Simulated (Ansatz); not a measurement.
The reference is BAs in the wurtzite structure (space group P6_3mc, No. 186; a = 3.354 Å, c = 5.554 Å; a cell from a computed database, its experimental status unchecked). Axes: x lies along a and z along c of the hexagonal cell.

It is then changed as follows: the symmetric strain tensor [-0.0001 -0.0043 0.0088; -0.0043 -0.0055 -0.0018; 0.0088 -0.0018 0.0140], atoms relaxed at fixed cell.

Levels (all Ansatz, a quantum-chemistry and plane-wave program, PAW): PBEsol (420 eV, no SOC); r2SCAN (500 eV, no spin-orbit coupling); HSE06 (420 eV, no spin-orbit coupling).

One geometry, relaxed with PBEsol, under each level:

| level | band gap | lowest conduction level above the VBM at special points | electron mass | pressure |
|---|---|---|---|---|
| PBEsol | 1.01 eV | U₂ 1.01 eV; X 1.02 eV; Z 1.19 eV; V₂ 1.49 eV | 0.12 mₑ along x, 1.4 mₑ along y, 1.2 mₑ along z (at U₂) | -1.14 GPa |
| r2SCAN | 1.31 eV | U₂ 1.31 eV; X 1.31 eV; Z 1.50 eV; V₂ 1.79 eV | 0.12 mₑ along x, 1.5 mₑ along y, 1.2 mₑ along z (at U₂) | 0.33 GPa |
| HSE06 | [?] | [?] | – | – |

Give the withheld HSE06 results.


- HSE06, band gap: 1.76 eV
- HSE06, lowest conduction level above the VBM at special points: U₂ 1.76 eV; X 1.76 eV; Z 1.94 eV; Γ 3.15 eV

Single points use the geometry relaxed with PBEsol. Their cutoffs differ, which shifts pressures a little. HSE06 gaps are upper bounds (no full band path). Masses are band curvatures over ±0.01 Å⁻¹ around the edge. Stability against distortions was not tested. This is not the structure that BAs has at room temperature and ambient pressure. Labels are those of the standard path for the cell's own space group.
